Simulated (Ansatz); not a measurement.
Start from CaO in the rock salt structure (space group Fm-3m, No. 225).

```xyz
2
Lattice="0.0000 2.3836 2.3836 2.3836 0.0000 2.3836 2.3836 2.3836 0.0000" Properties=species:S:1:pos:R:3 pbc="T T T"
Ca     0.0000     0.0000     0.0000
O      2.3836     2.3836     2.3836
```

Cartesian axes are those of the cell as printed.

All numbers come from PBEsol (Ansatz, an electronic-structure program; PAW; 420 eV plane waves; no spin-orbit coupling).

Strains are applied to the cell and any free atomic positions relax; under biaxial strain the out-of-plane vector relaxes too.

One change was made to it. Results:

```json
[
 {"quantity": "energy relative to the base (free energy F)", "base": "0 meV/atom", "after": "+2.1 meV/atom"},
 {"quantity": "pressure (mean of the normal stresses, compression positive)", "base": "0.00 GPa", "after": "-1.60 GPa"},
 {"quantity": "band gap", "base": "3.54 eV", "after": "3.49 eV"}
]
```

**Question.** Name the change that was made.
A. biaxial strain +2.00 %, plane normal [001], relaxed out of plane
B. biaxial strain +1.00 %, plane normal [001], relaxed out of plane
C. biaxial strain +0.50 %, plane normal [001], relaxed out of plane
D. biaxial strain +1.50 %, plane normal [001], relaxed out of plane
E. biaxial strain −2.50 %, plane normal [001], relaxed out of plane

**Answer.** B, biaxial strain +1.00 %, plane normal [001], relaxed out of plane. For comparison, the energy relative to the base in the other runs: biaxial strain +0.50 %, plane normal [001], relaxed out of plane gives +0.5 meV/atom; biaxial strain +2.00 %, plane normal [001], relaxed out of plane gives +8.0 meV/atom; biaxial strain −2.50 %, plane normal [001], relaxed out of plane gives +15 meV/atom; biaxial strain +1.50 %, plane normal [001], relaxed out of plane gives +4.6 meV/atom.

Whether these cells are dynamically stable was not tested.
